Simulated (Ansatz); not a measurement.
Output of an Ansatz run (abridged):

```
WARN ansatz: RAYON_NUM_THREADS=1 ignored (pool sized by the plan → 1); use --threads N
Pseudopotentials: kind: paw
Pseudopotential: Tc, paw, valence charge 15
Crystal: 2 atoms, lattice volume = 42.695 Å³
Basis set: ecut = 500 eV, 1067 PW (Γ), exchange–correlation on 60×60×60 points (8 copies of the dense FFT grid, shifted against one another)
Bands: 19, of which v1, the nominal top of the filled ones, is band 15 counted from 1 (14 counted from 0)
Symmetry: 48 space group operations
Space group: Fd-3m (ITA 227), of the structure as read, at distance tolerance 3.5e-5 Å
k-points: 29 of 512
Initial density: superposition of atomic densities (chi_scale 0.1, normalization cell)
Initial wavefunctions: pseudopotential atomic-orbital guess
Eigensolver: davidson
Functional: x = pbe(κ = 0.804, μ = 0.2195149727645171), c = pbe(β = 0.06672455060314922)
SCF iter   1: F=—  HF=-10793.601164 eV  |F-HF|=—  |Δ(HF+E_count)|=         —  Δρ=5.54e-2  dr2=1.30e0  ethr=3.10e-3  ⟨swp⟩=4.6  Hψ=2221  notcnv=0
all-band conjugate gradients solve this SCF's bands
preconditioner: auto → Kerker (q_TF=auto, 2.572 Å⁻¹)
SCF iter   2: F=—  HF=-10793.393683 eV  |F-HF|=—  |Δ(HF+E_count)|=   2.07e-1  Δρ=3.56e-2  dr2=5.96e-1  ethr=3.10e-3  ⟨swp⟩=1.0  Hψ=783  notcnv=0
SCF iter   3: F=—  HF=-10793.212344 eV  |F-HF|=—  |Δ(HF+E_count)|=   1.81e-1  Δρ=5.23e-3  dr2=7.38e-3  ethr=1.99e-3  ⟨swp⟩=2.0  Hψ=870  notcnv=0
SCF iter   4: F=—  HF=-10793.215453 eV  |F-HF|=—  |Δ(HF+E_count)|=   3.11e-3  Δρ=1.31e-3  dr2=1.06e-3  ethr=2.46e-5  ⟨swp⟩=1.7  Hψ=718  notcnv=0
SCF iter   5: F=—  HF=-10793.215809 eV  |F-HF|=—  |Δ(HF+E_count)|=   3.56e-4  Δρ=2.92e-4  dr2=2.57e-5  ethr=3.54e-6  ⟨swp⟩=2.2  Hψ=740  notcnv=0
SCF iter   6: F=—  HF=-10793.215849 eV  |F-HF|=—  |Δ(HF+E_count)|=   4.03e-5  Δρ=5.75e-5  dr2=9.65e-7  ethr=8.56e-8  ⟨swp⟩=2.0  Hψ=757  notcnv=0
SCF iter   7: F=-10793.215850 eV  HF=-10793.215850 eV  |F-HF|=6.43e-8  |Δ(HF+E_count)|=   1.40e-6  Δρ=9.86e-6  dr2=2.04e-8  ethr=3.33e-10  ⟨swp⟩=5.5  Hψ=2459  notcnv=0
SCF 1 converged in 7 iterations: F = -10793.215850 eV  dr2 = 2.04e-8
SCF converged after 7 iterations
Free energy (F): -10793.215850 eV
Harris-Foulkes:  -10793.215850 eV  (|F-HF|=6.43e-8)
Internal energy: -10793.192241 eV  (E = F + TS)
E sigma→0 (E₀):  -10793.204046 eV
Entropy (-TS):   -0.023609 eV (-11.805 meV/atom)
Fermi energy:    13.527733 eV
--- Per-component energies (eV) ---
  E_band       = -352.177492
  E_kinetic    = 1249.357210
  E_local      = -3526.450399  (includes V_loc(G=0)·N_el)
  E_nonlocal   = 573.541491
  E_hartree    = 1089.295344
  E_xc         = -476.503672
  E_vxc        = -586.422354  (∫ρ·V_xc dr)
  E_paw        = -6556.728866  (= ΣΔE_a)
  E_vpaw       = -240.794929  (= ΣTr[D̂ρ^β])
  E_aug_tail   = -0.000057  (compensation charges beyond the density's cutoff)
  E_ewald      = -3145.703292
  E_smearing   = -0.023609  (= −TS)
  E_closure    = -0.000000  (closes the sum)
  Σ components = -10793.215850   (vs F -10793.215850, Δ=0.00e0)
--- Forces (eV/Å), atoms counted from 1 ---
  atom   1  Tc     0.00000000     0.00000000     0.00000000
  atom   2  Tc     0.00000000     0.00000000     0.00000000
  max |Σ_I F_I| component: 4.63e-18 eV/Å
--- Stress (GPa, compression-positive) ---
       -0.708761      -0.000000       0.000000
       -0.000000      -0.708761      -0.000000
       -0.000000       0.000000      -0.708761
  P = ⅓ Tr σ = -0.7088 GPa (-7.088 kbar)
  The stress holds the Pulay correction. Without it, at fixed plane waves, as pw.x and ABINIT print it: P = -0.7131 GPa
--- Band table (eV; the first three rows and the last of 29) ---
  k-point 0: bands = ["-53.1379", "-52.5378", "-25.4566", "-25.4566", "-25.4566", "-24.4519", "-24.4519", "-24.4519", "8.4312", "10.5384", "10.5384", "11.2756", "11.2756", "11.2756", "14.0104", "14.0104", "14.0104", "16.6577", "16.6577"]
  k-point 1: bands = ["-53.1213", "-52.5553", "-25.4749", "-25.4749", "-25.4541", "-24.4545", "-24.4323", "-24.4323", "8.7116", "10.4231", "10.4231", "11.2671", "11.4886", "11.4886", "13.7279", "13.9692", "13.9692", "16.6380", "16.6380"]
  k-point 2: bands = ["-53.0765", "-52.6023", "-25.5164", "-25.5164", "-25.4491", "-24.4599", "-24.3877", "-24.3877", "9.4406", "10.3682", "10.3682", "11.3001", "11.6533", "11.6533", "13.1443", "14.0585", "14.0585", "16.5383", "16.5383"]
  k-point 28: bands = ["-52.8420", "-52.8420", "-25.6886", "-25.6886", "-24.9532", "-24.9532", "-24.2096", "-24.2096", "9.7334", "9.7334", "11.6321", "11.6321", "12.5995", "12.5995", "13.0330", "13.0330", "16.8711", "16.8711", "17.6481"]
```

The structure:

```
CELL_PARAMETERS angstrom
      0.00000     2.77407     2.77407
      2.77407     0.00000     2.77407
      2.77407     2.77407     0.00000
ATOMIC_POSITIONS crystal
  Tc 0.75000 0.75000 0.75000
  Tc 0.50000 0.50000 0.50000
```

Q: Write an input that gives this output.

A: Other spellings and defaults could give the same log, and not every line can be read from it. The input that was run (DFT, PBE, plane waves, default PAW files):

Ansatz 0.2 input:
```yaml
crystal:
  lattice:
    - [0.00000000, 2.77406900, 2.77406900]
    - [2.77406900, 0.00000000, 2.77406900]
    - [2.77406900, 2.77406900, 0.00000000]
  atoms:
    - { symbol: Tc, position: [0.75000000, 0.75000000, 0.75000000] }
    - { symbol: Tc, position: [0.50000000, 0.50000000, 0.50000000] }
basis:
  ecutwfc: 500.0 eV
kpoints:
  mp_grid: { grid: [8, 8, 8] }
hamiltonian:
  xc: pbe
  pseudopotentials: { kind: paw }
scf:
  occupations: { method: gaussian, width: 0.136 eV }
output:
  forces: true
  eigenvalues: true
  stress: true
```

The starting cell was generated: these elements placed on a structure prototype, without a prior relaxation; it need not be a known phase or ordering of this composition. Its lattice was rescaled by a random factor within 2.5 % of one. Spin polarisation is off. Ansatz's pressure includes its estimate of the finite-basis (Pulay) stress.

Ansatz is a program for electronic structure.
